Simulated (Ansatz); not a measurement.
Take ZnS in the zinc blende structure (space group F-43m, No. 216) as the base.

```
CELL_PARAMETERS angstrom
      0.00000     2.67833     2.67833
      2.67833     0.00000     2.67833
      2.67833     2.67833     0.00000
ATOMIC_POSITIONS crystal
  S  0.75000 0.75000 0.75000
  Zn 0.00000 0.00000 0.00000
```

Level of theory: PBEsol (Ansatz, an electronic-structure program, PAW, scalar-relativistic without spin-orbit coupling).

Base values:

```
Item                                Result
-----------------------------  -----------
Width of the top valence band      2.86 eV
Band gap                           2.09 eV
Gap character                  direct at Γ
```

Now apply this change: an isotropic linear strain of −5.42 %, atoms relaxed at fixed cell.

Question: What does the calculation give for the width of the top valence band after the change?

Answer: The width of the top valence band goes up by 0.72 eV (2.86 eV → 3.58 eV).

Question: What does the calculation give for the band gap after the change?

Answer: The band gap goes up by 0.64 eV (2.09 eV → 2.73 eV).

Question: What does the calculation give for the gap character after the change?

Answer: The gap character goes from direct at Γ to indirect, Γ → X.

Stability against distortions was not tested.
